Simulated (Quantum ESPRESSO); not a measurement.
**Pressure against volume in fluorite-structure CdF2 (space group 225) (Quantum ESPRESSO, PBEsol)**

```xyz
3
Lattice="0.0000 2.6168 2.6168 2.6168 0.0000 2.6168 2.6168 2.6168 0.0000" Properties=species:S:1:pos:R:3 pbc="T T T"
Cd     0.0000     0.0000     0.0000
F      1.3084     1.3084     1.3084
F      3.9251     3.9251     3.9251
```

Level of theory: PBEsol, GBRV 1.5 ultrasoft (PBESOL) pseudopotentials (plane waves; Quantum ESPRESSO). Settings: ecutwfc = 52 Ry; ecutrho = 260 Ry; occupations = smearing; smearing = fermi-dirac; degauss = 0.000734986 Ry; potentials = {Cd: cd_pbesol_v1.uspp.F.UPF, F: f_pbesol_v1.4.uspp.F.UPF}; K_POINTS = automatic 11 11 11 0 0 0; conv_thr = 1e-10 Ry. The cell above is the first row's. The rows scale it uniformly. In all rows fractional positions and the k mesh are held.

| V (Å^3/atom) | P (GPa) |
|---|---|
| 11.945 | 11.38 |
| 12.205 | 8.02 |
| 12.465 | 5.03 |
| 12.724 | 2.38 |
| 12.984 | 0.01 |
| 13.244 | -2.09 |
| 13.503 | -3.96 |
| 13.763 | -5.62 |
| 14.023 | ? |

Task: Using a cubic, estimate the missing P at V = 14.023 from the other rows, showing the fit.

Result: With u = V - 12.9, the rows have u = -0.9550, -0.6950, -0.4350, -0.1760, 0.0840, 0.3440, 0.6030, 0.8630. Least squares gives P = 0.744 - 8.9103·u + 2.0392·u² - 0.3042·u³. Residuals (row less fit): 0.002, -0.004, -0.001, 0.003, 0.000, 0.002, -0.006, 0.002; standard error 0.004 (degrees of freedom: 4). The fitted pressure is zero at V0 = 12.99, where dP/dV = -8.570, so B0 = -V0·dP/dV = 111 GPa. At the withheld row, u = 1.1230, so P = 0.744 - 8.9103 × 1.1230 + 2.0392 × 1.1230² - 0.3042 × 1.1230³ = -7.121 GPa. The calculation gives -7.10 GPa, 0.021 GPa above the prediction (0.1 % of the range of P in the table). The row lies outside the fitted rows, so this is an extrapolation. From the scatter of the fitted rows alone, a prediction at this place has a standard error of 0.011 GPa, so the miss is 1.9 times that.

Carrying the step between the two nearest rows on in a straight line would have given -7.28, off by 0.18; series whose last step already gives the withheld value aren't shown. The scan was laid around a cell of about the measured size, scaled by a guess for this functional. The runs keep the symmetry of the cell, so they don't test it for distortions. Cutoffs and mesh are single choices, not tested for convergence of this quantity. Series with a scatter that would blur these digits, or in which a gap closes, are not shown.
